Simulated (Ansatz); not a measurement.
The starting structures come from a database of crystals and need not be the phases stable at ambient conditions.

 Where the default PAW files enter, the runs use the earlier of Ansatz's two default sets.

The decay constant κ of evanescent states in the gap governs leakage through a thin film.

Consider the following.

```
BeBr2
1.0
    5.50209     0.00000     0.00000
    0.00000     5.52146     0.00000
    2.75105     2.76073     5.22230
Be Br
2 4
Cartesian
  4.12657   0.00000   0.00000
  1.37552   0.00000   0.00000
  5.50209   4.31969   1.20526
  2.75105   3.96250   4.01704
  5.50209   7.08041   4.01704
  2.75105   1.20177   1.20526
```

Space group of this cell: Ibam. The cell was relaxed by PBE-D3(BJ); by r2SCAN its mean pressure is 0.6 GPa.

Transport runs along the normal of the first two printed cell vectors.

The gap is the functional's own. No spin-orbit coupling. Mid-gap values are interpolated on the energy grid.

Question: Compute, with r2SCAN in Ansatz (a program for electronic structure), the band gap and the smallest decay constant κ at mid-gap.

Answer: Gap 5.96 eV on a 6×6×6 mesh; κ = 0.389 1/Å, at the zone centre.
